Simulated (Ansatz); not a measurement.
Functionals compared on the (20-23) surface of hcp Mg in its 1x1 cell, outermost plane spacing 0.18 Å in the ideal cut, in Ansatz (plane waves, PAW). The structure was relaxed with PBE; the other rows are single points on it, each with its references at the same level. Cutoff 420 eV (500 eV for r2SCAN).

Model: 20-atom slab, 9.9 Å thick at the start (thin: gaps and levels are the slab's own), 12x3x1 mesh, Fermi-Dirac 0.1 eV, dipole correction, all atoms relaxed; held to the part of the start's symmetry that mesh and held atoms allow; no spin, no spin-orbit, no U. These notes are the PBE run's.

```json
[
 {"functional": "PBE", "surface energy (J/m²)": "0.70", "work function of the top face (eV)": "3.60", "rough cost of the single point": "–"},
 {"functional": "LDA", "surface energy (J/m²)": "0.79", "work function of the top face (eV)": "3.73", "rough cost of the single point": "around 5 core-minutes (rough)"},
 {"functional": "PBEsol", "surface energy (J/m²)": "___", "work function of the top face (eV)": "___", "rough cost of the single point": "roughly 4 core-minutes"},
 {"functional": "RPBE", "surface energy (J/m²)": "0.64", "work function of the top face (eV)": "3.54", "rough cost of the single point": "about 5 core-minutes (a rough figure)"},
 {"functional": "r2SCAN", "surface energy (J/m²)": "0.79", "work function of the top face (eV)": "3.67", "rough cost of the single point": "around 9 core-minutes (rough)"}
]
```

### Question
Some entries are withheld; supply them.

### Answer

- PBEsol, surface energy (J/m²): 0.77
- PBEsol, work function of the top face (eV): 3.65

Ansatz is a quantum-chemistry and plane-wave program.
